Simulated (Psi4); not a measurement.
Psi4 1.11, WB97X/def2-svpd: Ti(Cl)3(OSiH3) ([SiH3][O][Ti]([Cl])([Cl])[Cl]), 9 atoms. The geometry is a generated start, not checked to be a minimum at this level.

```
Quantity                                                  Value
-------------------------------  ------------------------------
task                                                   gradient
method                                                    wb97x
basis                                                 def2-svpd
memory                                                     7 GB
scf_type                                           df (default)
guess                            auto, which took SAD (default)
diis_max_vecs                                      10 (default)
scf_initial_accelerator                         adiis (default)
e_convergence                                   1e-08 (default)
d_convergence                                   1e-08 (default)
basis functions (reference run)                             186
grid points (reference run)                             1650757
```

```xyz
9

Ti    -0.9348     0.9268     0.7097
Cl    -0.7459     3.0412     0.8289
Cl    -0.4988     0.1767     2.6512
Cl    -2.9781     0.4596     0.3576
O      0.0890     0.2095    -0.4259
Si     1.0809    -0.9801    -0.9357
H      2.2020    -1.0115     0.0190
H      1.5051    -0.6048    -2.2907
H      0.2807    -2.2172    -0.9142
```

Differences are taken against the run with dft_radial_points = 200, dft_spherical_points = 974, dft_pruning_scheme = none (default); no run here is proven converged. One run each, on a shared machine, so no times are given.

Settings tried, all else as in the reference:
- dft_radial_points = 75 (default), dft_spherical_points = 302 (default)
- dft_radial_points = 75 (default), dft_spherical_points = 302 (default), dft_pruning_scheme = treutler
- dft_radial_points = 150, dft_spherical_points = 770
- dft_radial_points = 99, dft_spherical_points = 590
- dft_radial_points = 99, dft_spherical_points = 590, dft_pruning_scheme = treutler
- dft_radial_points = 50, dft_spherical_points = 194
- dft_radial_points = 35, dft_spherical_points = 110
- dft_radial_points = 25, dft_spherical_points = 50
- dft_radial_points = 75 (default), dft_spherical_points = 302 (default), dft_pruning_scheme = robust
- dft_radial_points = 99, dft_spherical_points = 590, dft_pruning_scheme = robust
- dft_radial_points = 75 (default), dft_spherical_points = 434

**Question.** Sort the settings: which keep to the reference within 10 meV/atom in energy, 100 meV/Å in forces (largest component), and which don't?

**Answer.** Within it: dft_radial_points = 150, dft_spherical_points = 770; dft_radial_points = 99, dft_spherical_points = 590, dft_pruning_scheme = robust; dft_radial_points = 99, dft_spherical_points = 590; dft_radial_points = 75 (default), dft_spherical_points = 434; dft_radial_points = 75 (default), dft_spherical_points = 302 (default); dft_radial_points = 75 (default), dft_spherical_points = 302 (default), dft_pruning_scheme = robust; dft_radial_points = 75 (default), dft_spherical_points = 302 (default), dft_pruning_scheme = treutler; dft_radial_points = 99, dft_spherical_points = 590, dft_pruning_scheme = treutler. At the edge (between 0.75 and 1.33 times the tolerance): dft_radial_points = 50, dft_spherical_points = 194. Outside: dft_radial_points = 35, dft_spherical_points = 110; dft_radial_points = 25, dft_spherical_points = 50.

| setting | grid points | energy against the reference | difference in forces (largest component) |
|---|---|---|---|
| the reference | 1650757 | — | — |
| dft_radial_points = 150, dft_spherical_points = 770 | 982495 | −0.022 meV/atom | 4.4 meV/Å |
| dft_radial_points = 99, dft_spherical_points = 590, dft_pruning_scheme = robust | 349465 | +0.068 meV/atom | 13 meV/Å |
| dft_radial_points = 99, dft_spherical_points = 590 | 499511 | +0.067 meV/atom | 13 meV/Å |
| dft_radial_points = 75 (default), dft_spherical_points = 434 | 279240 | −0.76 meV/atom | 20 meV/Å |
| dft_radial_points = 75 (default), dft_spherical_points = 302 (default) | 194385 | −0.74 meV/atom | 20 meV/Å |
| dft_radial_points = 75 (default), dft_spherical_points = 302 (default), dft_pruning_scheme = robust | 133549 | −0.68 meV/atom | 31 meV/Å |
| dft_radial_points = 75 (default), dft_spherical_points = 302 (default), dft_pruning_scheme = treutler | 107413 | −2.7 meV/atom | 54 meV/Å |
| dft_radial_points = 99, dft_spherical_points = 590, dft_pruning_scheme = treutler | 261121 | −2.1 meV/atom | 56 meV/Å |
| dft_radial_points = 50, dft_spherical_points = 194 | 84690 | +2.0 meV/atom | 77 meV/Å |
| dft_radial_points = 35, dft_spherical_points = 110 | 33667 | +58 meV/atom | 140 meV/Å |
| dft_radial_points = 25, dft_spherical_points = 50 | 10974 | +400 meV/atom | 470 meV/Å |

Total energies are compared; such shifts often cancel in part in energy differences. The gradients leave out the derivatives of the grid weights. No test of the SCF solution's stability was run. The tolerance is a choice made for this comparison.
